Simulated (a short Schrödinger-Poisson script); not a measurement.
Stack: MOS inversion layer, SiO2 on p-type Si(100), at 400 K.

From the gate side: 2.8 nm SiO2; 1900 nm Si, acceptors 5e16 cm⁻³.

The device is made up for the run: typed textbook-type constants, with dimensions and the other settings drawn at random. SiO2: permittivity 3.9, conduction-band edge (eV) 3.15, gap (eV) 9, electron mass (mₑ) 0.5. Si: permittivity 11.7, conduction-band edge (eV) 0, gap (eV) 1.124, Nv at 300 K (cm⁻³) 3.1e19.

Channel valleys (confinement mass, in-plane density-of-states mass, number): Δ2 0.916, 0.19, 2; Δ4 0.19, 0.417, 4. At the gate the conduction-band edge of layer 1 lies 3.73 eV − eVg above the Fermi level of the channel; the field vanishes at the back. Gaps are held at their typed values at every temperature. Mesh 0.03 nm at interfaces.

From a short Schrödinger-Poisson script (our own, NumPy): 1D Poisson equation in equilibrium, electrons quantum, Hartree (BenDaniel-Duke, 12 states a valley, the channel's in-plane mass for all, wave functions free to enter the dielectric), parabolic valleys, classical holes, full ionisation, no traps, pinning or gate leakage.

| Vg (V) | electrons (cm⁻²) | C (μF/cm²) | Δ2 E0 (meV from the Fermi level) | Δ4 E0 (meV from the Fermi level) |
|---|---|---|---|---|
| 0.4 | 5.48e9 | 0.0987 | 296.6 | 318.4 |
| 0.5 | 5.88e10 | 0.253 | 212.4 | 235.6 |
| 0.6 | 2.91e11 | 0.565 | 153.5 | 179.7 |
| 0.7 | 6.97e11 | 0.751 | 118.8 | 149.0 |
| 0.8 | 1.19e12 | 0.848 | 96.0 | 130.2 |
| 0.9 | 1.74e12 | 0.907 | 79.2 | 117.1 |
| 1 | 2.32e12 | 0.946 | 65.8 | 107.3 |
| 1.1 | 2.92e12 | 0.974 | 54.8 | 99.5 |
| 1.2 | 3.53e12 | 0.996 | 45.4 | 93.1 |
| 1.3 | 4.16e12 | 1.01 | 37.1 | 87.7 |
| 1.4 | 4.79e12 | 1.03 | 29.7 | 82.9 |
| 1.5 | 5.44e12 | 1.04 | 23.0 | 78.8 |
| 1.6 | 6.09e12 | 1.05 | 16.9 | 75.0 |
| 1.7 | 6.74e12 | 1.06 | 11.2 | 71.6 |
| 1.8 | 7.40e12 | 1.06 | 5.9 | 68.5 |
| 1.9 | 8.07e12 | 1.07 | 0.9 | 65.6 |
| 2 | 8.74e12 | 1.07 | -3.8 | 62.9 |
| 2.1 | 9.41e12 | 1.08 | -8.3 | 60.4 |

Gate voltages with under 1e9 electrons/cm² are left out.

Q: At Vg = 2.1 V the lowest Δ2 subband lies at -8.3 meV from the Fermi level. How many electrons does it hold, and what share of all?

A: The two-dimensional density of states is g m/(πħ²) = 1.59e11 cm⁻² meV⁻¹ (both spins), kT = 34.5 meV, so n = D kT ln(1 + exp(−E/kT)) = 4.49e12 cm⁻², 0.48 of the 9.41e12 cm⁻² in all.

Q: Compare the slope of the sheet density between 1.9 and 2.1 V with the geometric capacitance of the layers between gate and channel.

A: q Δn/ΔV = 1.07 μF/cm²; ε0/Σ(t/ε) = 1.23 μF/cm². The ratio is 0.87: the channel acts as a further capacitance in series.
